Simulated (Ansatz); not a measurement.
Band structure of HfTeS (P3m1, 3 atoms in the cell).

```
HfTeS
1.0
    3.81538     0.00000     0.00000
   -1.90769     3.30422     0.00000
    0.00000     0.00000     6.60612
Hf Te S
1 1 1
Cartesian
  0.00000   2.20281   0.19726
  0.00000   0.00000   4.93761
  1.90769   1.10140   1.47125
```

Computed with PBEsol, PAW files made with PBE (plane waves; Ansatz, an electronic-structure program).

Settings: basis.ecutwfc = 420 eV; kpoints.mp_grid.grid = 8 8 4; hamiltonian.xc = pbesol; hamiltonian.pseudopotentials = {kind: paw} (the program's default PAW files); scf.occupations.method = gaussian; scf.occupations.width = 0.136 eV; kpoints.band_path.npoints = 8.

The starting cell comes from a database of computed structures (which also holds hypothetical and non-ambient phases and stackings), without a prior relaxation at this level. Spin-orbit coupling is off.

Levels in eV from the Fermi level, bands 21 to 28:
| point | 21 | 22 | 23 | 24 | 25 | 26 | 27 | 28 |
|---|---|---|---|---|---|---|---|---|
| Γ | -3.81 | -1.18 | 0.11 | 0.11 | 0.71 | 0.71 | 1.35 | 3.10 |
| M | -3.61 | -3.49 | -2.50 | -1.39 | 0.12 | 2.32 | 2.41 | 3.74 |
| K | -4.03 | -3.16 | -2.81 | -2.53 | 1.34 | 1.71 | 2.44 | 3.61 |
| A | -3.79 | -2.70 | 0.03 | 0.03 | 0.70 | 0.70 | 1.62 | 4.05 |
| L | -3.65 | -3.22 | -1.91 | -1.29 | 0.00 | 2.30 | 2.41 | 3.58 |
| H | -4.35 | -3.13 | -2.61 | -2.43 | 1.34 | 1.63 | 1.86 | 3.98 |

Bands cross the Fermi level along this path, so the cell is metallic at this level.

Keys are those of Ansatz 0.2.
